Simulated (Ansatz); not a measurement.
# A computed series for TiAl: response to strain

Consider TiAl (space group P4/mmm, No. 123; relaxed with 0.1 eV smearing).

```yaml
crystal:
  lattice:
    - [2.79606, 0.00000, 0.00000]
    - [0.00000, 2.79606, 0.00000]
    - [0.00000, 0.00000, 4.03776]
  atoms:
    - { symbol: Al, position: [0.50000, 0.50000, 0.50000] }
    - { symbol: Ti, position: [0.00000, 0.00000, 0.00000] }
```

Cartesian axes are those of the cell as printed.

Strains are applied to the cell and any free atomic positions relax; under biaxial strain the out-of-plane vector relaxes too; under stress the whole cell relaxes.

Computed with PBEsol (Ansatz, an electronic-structure program), no spin-orbit coupling, earlier PAW set.

Notes on the quantities. pressure: mean of the normal stresses, compression positive.

```json
[
 {"change": "base", "pressure": "0.0 GPa", "shortest interatomic distance": "2.796 Å", "space group": "P4/mmm (No. 123)"},
 {"change": "biaxial strain −2.15 %, plane normal [001], relaxed out of plane", "pressure": "2.7 GPa", "shortest interatomic distance": "2.736 Å", "space group": "P4/mmm (No. 123)"},
 {"change": "biaxial strain −1.06 %, plane normal [001], relaxed out of plane", "pressure": "1.3 GPa", "shortest interatomic distance": "2.766 Å", "space group": "P4/mmm (No. 123)"},
 {"change": "biaxial strain −0.82 %, plane normal [001], relaxed out of plane", "pressure": "1.0 GPa", "shortest interatomic distance": "2.773 Å", "space group": "P4/mmm (No. 123)"},
 {"change": "isotropic strain +2.64 %", "pressure": "-8.0 GPa", "shortest interatomic distance": "2.870 Å", "space group": "P4/mmm (No. 123)"},
 {"change": "uniaxial strain ε_yy = +4.86 %", "pressure": "-5.1 GPa", "shortest interatomic distance": "2.796 Å", "space group": "Pmmm (No. 47)"},
 {"change": "uniaxial strain ε_zz = +1.16 %", "pressure": "-1.3 GPa", "shortest interatomic distance": "2.796 Å", "space group": "P4/mmm (No. 123)"},
 {"change": "tensor shear ε_yz = −3.55 %", "pressure": "0.7 GPa", "shortest interatomic distance": "2.755 Å", "space group": "P2/m (No. 10)"},
 {"change": "uniaxial stress, 3 GPa compression along z", "pressure": "–", "shortest interatomic distance": "2.798 Å", "space group": "P4/mmm (No. 123)"},
 {"change": "uniaxial stress, 2 GPa compression along z", "pressure": "–", "shortest interatomic distance": "…", "space group": "P4/mmm (No. 123)"}
]
```

Complete the table.


- uniaxial stress, 2 GPa compression along z, shortest interatomic distance: 2.808 Å

Beyond what the load breaks, stability against distortions was not tested. The final runs are not spin-polarised.
